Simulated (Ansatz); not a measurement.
Consider CdS in the zinc blende structure (space group F-43m, No. 216; a = 5.8242 Å). Axes: x, y, z lie along the cube axes.

Computed with PBEsol in Ansatz (plane waves to 420 eV, PAW, no spin-orbit coupling).

Strains are applied to the cell and any free atomic positions relax; under biaxial strain the out-of-plane vector relaxes too.

One change was made to it. Results:

| quantity | base | after |
|---|---|---|
| energy relative to the base (free energy F) | 0 meV/atom | +1.6 meV/atom |
| band gap | 1.01 eV | 0.93 eV |

Question: Which of these changes matches the shifts?
A. biaxial strain +2.50 %, plane normal [001], relaxed out of plane
B. biaxial strain +1.50 %, plane normal [001], relaxed out of plane
C. biaxial strain +2.00 %, plane normal [001], relaxed out of plane
D. biaxial strain −2.00 %, plane normal [001], relaxed out of plane
E. biaxial strain −2.50 %, plane normal [001], relaxed out of plane

Answer: B, biaxial strain +1.50 %, plane normal [001], relaxed out of plane. For comparison, the energy relative to the base in the other runs: biaxial strain −2.00 %, plane normal [001], relaxed out of plane gives +3.1 meV/atom; biaxial strain +2.50 %, plane normal [001], relaxed out of plane gives +4.4 meV/atom; biaxial strain +2.00 %, plane normal [001], relaxed out of plane gives +2.8 meV/atom; biaxial strain −2.50 %, plane normal [001], relaxed out of plane gives +4.9 meV/atom.

Stability against distortions was not tested.

Ansatz is an electronic-structure program.
